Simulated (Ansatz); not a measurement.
CsCl-type FeAl, treated with r²SCANh in Ansatz (plane waves, PAW).

Numerical settings: plane-wave cutoff 520 eV, 10×10×10 k mesh, Fermi–Dirac smearing 0.05 eV, no spin polarisation, scalar-relativistic PAW data made under PBE.

Cell (relaxed at this level):

Space group Pm-3m (No. 221); a = 2.8296 Å, b = 2.8296 Å, c = 2.8296 Å, α = 90.00°, β = 90.00°, γ = 90.00°

```tsv
atom	site	symmetry	x	y	z
Al	1b	m-3m	0.5000	0.5000	0.5000
Fe	1a	m-3m	0.0000	0.0000	0.0000
```

Question: Give the computed bulk modulus and pressure derivative B′ of the bulk modulus.

Answer: 
- bulk modulus: 203 GPa
- pressure derivative B′ of the bulk modulus: 4.3

Measured, for comparison: bulk modulus 152 GPa (room temperature, not corrected to a static lattice; as tabulated in Yamada et al. (2019), arXiv:1910.09660). Computed (rounded) less measured: bulk modulus +34 %.

Note: the run has no spin polarisation, so it can have missed a magnetic state.

Computed values are for the static lattice.

Ansatz is a program for electronic structure.
